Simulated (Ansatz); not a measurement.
The reference is MgO in the rock salt structure (space group Fm-3m, No. 225; a = 4.204 Å). Axes: x, y, z lie along the cube axes.

Computed with r2SCAN (Ansatz, a quantum-chemistry and plane-wave program, PAW, no spin-orbit coupling).

For the base:

The gap character comes out as direct at Γ, the pressure is 0.00 GPa and the volume per atom is 9.29 Å³. The band gap is 5.68 eV.

The change: biaxial strain +0.50 %, plane normal [001], relaxed out of plane (Cartesian); in-plane vectors clamped, the third vector and the atoms free.

Question: What does the calculation give for the gap character after the change?

Answer: The gap character stays direct at Γ.

Question: How does this affect the pressure?

Answer: The pressure (mean of the normal stresses, compression positive) goes from zero to -1.12 GPa.

Question: Estimate the effect on the volume per atom.

Answer: The volume per atom goes up by 0.07 Å³ to 9.36 Å³.

Question: What happens to the band gap?

Answer: The band gap falls by 0.077 eV, from 5.68 eV to 5.61 eV.

Stability against distortions was not tested. Labels are those of the standard path for the cell's own space group.
